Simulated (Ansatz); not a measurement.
Base system: SiSe₂ (space group Ibam, No. 72; a = 6.299 Å, b = 9.307 Å, c = 5.856 Å; made of chains). Axes: x, y, z lie along a, b, c of the conventional cell.

Modification: tensile biaxial strain of 1.13 % in the plane normal to [001], as in epitaxy on a mismatched substrate; the out-of-plane cell vector and the atoms relax.

Levels (all Ansatz, a quantum-chemistry and plane-wave program, PAW, earlier PAW set): PBEsol (420 eV, spin-orbit coupling left out); HSE06 (420 eV, no spin-orbit coupling); PBEsol+SOC (420 eV, noncollinear with spin-orbit coupling).

One geometry, relaxed with PBEsol, under each level:

```csv
level,band gap,lowest conduction level above the VBM at special points,pressure
PBEsol,1.72 eV,X 1.72 eV; Λ₀ 2.03 eV; G₀ 2.03 eV; Γ 2.85 eV,-0.08 GPa
HSE06,?,?,–
PBEsol+SOC,1.72 eV,X 1.72 eV; Λ₀ 2.04 eV; G₀ 2.04 eV; Σ₀ 2.10 eV,-0.06 GPa
```

Task: Give the withheld HSE06 results.

Result: 
- HSE06, band gap: 2.71 eV
- HSE06, lowest conduction level above the VBM at special points: X 2.71 eV; Λ₀ 3.05 eV; G₀ 3.05 eV; Γ 3.92 eV

A biaxial case was relaxed in a doubled cell and then solved in the primitive one. Single points use the geometry relaxed with PBEsol. The hybrid gap comes from the SCF mesh plus the semilocal run's edge points and a few special points and is an upper bound. Differences between runs with and without spin-orbit coupling are approximate. Whether these cells are dynamically stable was not tested. No dispersion term is included in the PBEsol runs.
